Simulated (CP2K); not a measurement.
CP2K run on Zr4Al3 (P1, 7 atoms in the cell): self-consistent single point.

Level of theory: CP2K with LDA (Pade form), GPW, DZVP-MOLOPT-SR-GTH basis, GTH-PADE potentials (GTH_POTENTIALS).

The change in words: atoms moved at random. Reference geometry:
```yaml
crystal:
  lattice:
    - [5.46907, 0.00000, 0.00000]
    - [-2.73453, 4.73635, 0.00000]
    - [0.00000, 0.00000, 5.42910]
  atoms:
    - { symbol: Zr, position: [0.00000, 0.00000, 0.26033] }
    - { symbol: Zr, position: [0.00000, 0.00000, 0.73967] }
    - { symbol: Zr, position: [0.33333, 0.66667, 0.50000] }
    - { symbol: Zr, position: [0.66667, 0.33333, 0.50000] }
    - { symbol: Al, position: [0.00000, 0.50000, 0.00000] }
    - { symbol: Al, position: [0.50000, 0.00000, 0.00000] }
    - { symbol: Al, position: [0.50000, 0.50000, 0.00000] }
```

Reference input (self-consistent single point, DFT LDA (Pade form), GPW, DZVP-MOLOPT-SR-GTH basis, GTH-PADE potentials (GTH_POTENTIALS)): CUTOFF = 500 Ry; REL_CUTOFF = 50 Ry; SMEAR/METHOD = FERMI_DIRAC; ELECTRONIC_TEMPERATURE = 1160.45 K; KPOINTS/SCHEME = MONKHORST-PACK 5 5 4; GAMMA_CENTERED = T; XC_FUNCTIONAL = PADE; Zr/BASIS_SET = DZVP-MOLOPT-SR-GTH-q12; Zr/POTENTIAL = GTH-PADE-q12; Al/BASIS_SET = DZVP-MOLOPT-SR-GTH-q3; Al/POTENTIAL = GTH-PADE-q3; METHOD = GPW. This run's input differs from it in these lines:

```diff
@@ -70,9 +70,9 @@
       SCALED
-      Zr       0.00000000     0.00000000     0.26033000
-      Zr       0.00000000     0.00000000     0.73967000
-      Zr       0.33333300     0.66666700     0.50000000
-      Zr       0.66666700     0.33333300     0.50000000
-      Al       0.00000000     0.50000000     0.00000000
-      Al       0.50000000     0.00000000     0.00000000
-      Al       0.50000000     0.50000000     0.00000000
+      Zr       0.00463800     0.00452900     0.26401300
+      Zr       0.00165800    -0.00543900     0.75269200
+      Zr       0.31223200     0.65025400     0.49552600
+      Zr       0.66848700     0.33003400     0.50115300
+      Al      -0.00031300     0.49949600    -0.00110200
+      Al       0.51566600     0.01368300    -0.00125900
+      Al       0.49763200     0.50744200    -0.01102300
     &END COORD
```

Log, with long lists cut:

```
 SCF WAVEFUNCTION OPTIMIZATION

  Step     Update method      Time    Convergence         Total energy    Change
     1 NoMix/Diag. 0.20E+00      -     1.83264569      -196.7597620350 -1.97E+02
     2 Broy./Diag. 0.20E+00      -     0.05169613      -197.0309489829 -2.71E-01
     3 Broy./Diag. 0.20E+00      -     0.03137833      -196.4517672172  5.79E-01
     4 Broy./Diag. 0.20E+00      -     0.04207149      -195.5999396346  8.52E-01
     5 Broy./Diag. 0.20E+00      -     0.01061948      -195.1752204753  4.25E-01
     6 Broy./Diag. 0.20E+00      -     0.00414189      -195.1109584735  6.43E-02
   [... 6 lines left out ...]
    13 Broy./Diag. 0.20E+00      -     0.00000512      -195.1555116678  3.77E-05
    14 Broy./Diag. 0.20E+00      -     0.00000135      -195.1554908690  2.08E-05
    15 Broy./Diag. 0.20E+00      -     0.00000038      -195.1554831366  7.73E-06
    16 Broy./Diag. 0.20E+00      -     0.00000007      -195.1554814177  1.72E-06
  *** SCF run converged in    16 steps ***

  Overlap energy of the core charge distribution:               0.00000000000140
  Self energy of the core charge distribution:               -362.64185785058976
  Core Hamiltonian energy:                                     79.30751768998726
  Hartree energy:                                             114.02730503355755
  Exchange-correlation energy:                                -25.84331825274129
  Electronic entropic energy:                                  -0.00512803678716
  Fermi energy:                                                 0.34374198806605

  Total energy:                                              -195.15548141769372
  Total energy (extrapolated to T->0):                       -195.15291739930015

   [... lines left out ...]

 STRESS| Analytical stress tensor [bar]
 STRESS|                        x                   y                   z
 STRESS|      x       -7.12446688289E+04   2.35202338470E+03   2.88982042307E+02
 STRESS|      y        2.35202338470E+03  -7.16859991082E+04  -5.98357381040E+02
 STRESS|      z        2.88982042307E+02  -5.98357381040E+02  -7.87612725283E+04
 STRESS| 1/3 Trace                                            -7.38973134884E+04
```

The run converged in 16 iterations. Against the reference run the free energy goes up by 13.6 meV/atom, the pressure goes from -7.64 to -7.39 GPa and the largest force goes from 0.006 to 0.746 eV/Å.

The starting cell comes from a database of computed structures (which also holds hypothetical and non-ambient phases and stackings), without a prior relaxation at this level. Its lattice was rescaled by a random factor within 2.5 % of one. For this run, on top of that: atoms moved at random. Values carry the incompleteness of an atom-centred basis. With a pressure of about -7 GPa the cell is away from its equilibrium volume at this level.

Cost on one core of a shared machine: roughly 5 min.
